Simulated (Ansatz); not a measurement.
The starting structures come from a database of crystals and need not be the phases stable at ambient conditions.

## Evanescent states of CoSbS (P2_13, not sure to be the ambient phase, 12 atoms a cell, 16.3 Å³ an atom, -3 GPa at this level) along the normal of (110)

Method: PBEsol (plane waves, PAW; Ansatz, a first-principles code).

The gap is the functional's own, uncorrected, and κ follows it; spin-orbit coupling is left out. Mid-gap values are interpolated between the computed energies.

Energies count from the valence-band top; κ is the least over a 6×4 mesh across the current.

| E (eV) | κ (1/Å) | where |
|---|---|---|
| 0.07 | 0.078 | off Γ |
| 0.12 | 0.100 | off Γ |
| 0.17 | 0.115 | off Γ |
| 0.23 | 0.128 | off Γ |
| 0.28 | 0.138 | off Γ |
| 0.33 | 0.147 | off Γ |
| 0.38 | 0.154 | off Γ |
| 0.42 | 0.160 | off Γ |
| 0.47 | 0.165 | off Γ |
| 0.53 | 0.152 | off Γ |
| 0.57 | 0.126 | off Γ |

How thick must the barrier be to attenuate the transmission by 10^8 when the electrodes' Fermi level lies at 0.17 eV, and what attenuation does that film give at 0.47 eV?

d = 8 ln 10 / (2 × 0.115) = 80.1 Å. At 0.47 eV it gives 8 × 0.165/0.115 = 11.5 decades.
